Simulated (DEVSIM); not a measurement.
Device: Schottky contact on n-type InP, at 250 K.

Layer 1 from the left is InP, thickness (μm) 1.30, Nd (cm⁻³) 7.8e16, τn (s) 3.1e-8, τp (s) 3.1e-8.

Left contact: Schottky, work function 5.23 eV, emission velocity 1.2e7 cm/s. Right contact: ohmic. Voltage is applied to the left contact. Recombination: SRH at mid-gap, radiative. Mobility is constant in doping.

The device is made up for the run: typed textbook-type constants, with dimensions and the other settings drawn at random. Values at 300 K; Nc and Nv go as T^1.5, mobilities as T to minus their exponent, the gap by Varshni's rule with the affinity fixed.

InP: gap (eV) 1.344, affinity (eV) 4.38, permittivity 12.5, Nc (cm⁻³) 5.7e17, Nv (cm⁻³) 1.1e19, μn (cm²/Vs) 5200, μp (cm²/Vs) 170, T exponent of μn 2, T exponent of μp 2, B (cm³/s) 1.2e-10, Varshni α (eV/K) 0.000363, Varshni β (K) 162.

DEVSIM, 1D drift-diffusion, Boltzmann statistics, complete ionisation; no tunnelling, impact ionisation, image-force lowering or self-heating. Metal contacts follow the ideal Schottky-Mott rule: no Fermi-level pinning, no interface dipoles.

Dark forward current:

| |V| (V) | |J| (A/cm²) |
|---|---|
| 0.05 | 5.553e-11 |
| 0.10 | 6.198e-10 |
| 0.15 | 6.360e-9 |
| 0.20 | 6.479e-8 |
| 0.25 | 6.594e-7 |
| 0.30 | 6.711e-6 |
| 0.35 | 6.829e-5 |
| 0.40 | 0.0006948 |
| 0.45 | 0.007067 |
| 0.50 | 0.07185 |
| 0.55 | 0.7302 |
| 0.60 | 7.410 |
| 0.65 | 74.77 |
| 0.70 | 724.0 |
| 0.75 | 5389 |

### Question
Work out the local ideality factor n = ΔV / (kT/q · ln(J2/J1)) between the rows 0.10 and 0.15 V, 0.70 and 0.75 V.

### Answer
kT/q = 21.54 mV. From 0.10 to 0.15 V: ln(6.360e-9/6.198e-10) = 2.328, n = 1.00, near the 1 of diffusion or emission over a barrier. From 0.70 to 0.75 V: ln(5389/724.0) = 2.007, n = 1.16; the layers' resistance at their doping, Σ W/(qμN) = 1.4e-6 Ω cm², would take 6.5 mV of this step of 50 mV.

### Question
Estimate the current at 0.40 V for emission alone, J0 = q v N_band exp(−φB/kT), and read the barrier back from the simulated current.

### Answer
φB = 0.850 eV, N_band = 4.34e17 cm⁻³, J0 = 6.07e-12 A/cm²; J = J0 (exp(qV/kT) − 1) = 0.000705 A/cm². The simulation gives 0.000695 A/cm²; the estimate lies 1.4 % above. Read backwards, the simulated current gives an apparent barrier of 0.850 eV. The estimate leaves out transport through the depletion region and minority injection.
